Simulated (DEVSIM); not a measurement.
Device: illuminated Si n-on-p cell, one wavelength, with a back-surface field, at 400 K.

Layer 1 from the left is Si, thickness (μm) 0.640, Nd (cm⁻³) 4.1e18, τn (s) 1.7e-8, τp (s) 3.3e-7, absorption coefficient (cm⁻¹) 170. Layer 2 from the left is Si, thickness (μm) 54.0, Na (cm⁻³) 1.5e15, τn (s) 6.4e-7, τp (s) 6.4e-7, absorption coefficient (cm⁻¹) 170. Layer 3 from the left is Si, thickness (μm) 0.100, Na (cm⁻³) 6.3e18, τn (s) 6.4e-7, τp (s) 6.4e-7, absorption coefficient (cm⁻¹) 170.

Left contact: ohmic, minority hole recombination velocity 3000 cm/s. Right contact: ohmic, minority electron recombination velocity 4000 cm/s. Voltage is applied to the left contact. Recombination: SRH at mid-gap, radiative, Auger. Light enters at the left, 1.1e18 photons cm⁻² s⁻¹, one pass, no reflection. Mobility is μmin + (μ − μmin)/(1 + (N/Nref)^α).

This is a model device: material constants are rounded textbook-type values typed into the input, and sizes, dopings and lifetimes were drawn at random. Values at 300 K; Nc and Nv go as T^1.5, mobilities as T to minus their exponent, the gap by Varshni's rule with the affinity fixed.

Si: gap (eV) 1.124, affinity (eV) 4.05, permittivity 11.7, Nc (cm⁻³) 2.86e19, Nv (cm⁻³) 3.1e19, μn (cm²/Vs) 1417, μp (cm²/Vs) 470, μn,min 52, μp,min 45, Nref,n 9.7e16, Nref,p 2.2e17, αn 0.68, αp 0.72, T exponent of μn 2.3, T exponent of μp 2.2, B (cm³/s) 4.7e-15, Cn (cm⁶/s) 2.8e-31, Cp (cm⁶/s) 9.9e-32, Varshni α (eV/K) 0.000473, Varshni β (K) 636.

DEVSIM, 1D drift-diffusion, Boltzmann statistics, complete ionisation; no tunnelling, impact ionisation, image-force lowering or self-heating.

Dark forward current:

| |V| (V) | |J| (A/cm²) |
|---|---|
| 0.05 | 7.287e-5 |
| 0.10 | 0.0003568 |
| 0.15 | 0.001510 |
| 0.20 | 0.006244 |
| 0.25 | 0.02517 |
| 0.30 | 0.09268 |
| 0.35 | 0.2813 |
| 0.40 | 0.6914 |
| 0.45 | 1.500 |
| 0.50 | 3.120 |
| 0.55 | 6.435 |
| 0.60 | 13.29 |
| 0.65 | 27.56 |
| 0.70 | 57.53 |
| 0.75 | 121.7 |
| 0.80 | 263.8 |
| 0.85 | 588.8 |
| 0.90 | 1298 |
| 0.95 | 2602 |

**Question.** Work out the local ideality factor n = ΔV / (kT/q · ln(J2/J1)) between the rows 0.15 and 0.20 V, 0.90 and 0.95 V.

**Answer.** kT/q = 34.47 mV. From 0.15 to 0.20 V: ln(0.006244/0.001510) = 1.420, n = 1.02, near the 1 of diffusion or emission over a barrier. From 0.90 to 0.95 V: ln(2602/1298) = 0.695, n = 2.09.

**Question.** What current could the absorbed light give at most, and what share is collected?

**Answer.** Σ αd = 0.931, so qΦ(1 − exp(−Σ αd)) = 107 mA/cm². The simulated short-circuit current is 75.43 mA/cm², a share of 0.71.

**Question.** Estimate the open-circuit voltage by superposition: the voltage at which the dark current equals that short-circuit current.

**Answer.** Interpolating ln J in the table gives 0.292 V. The simulation gives 0.289 V; the estimate lies 3 mV above. Superposition holds where collection doesn't change with voltage.
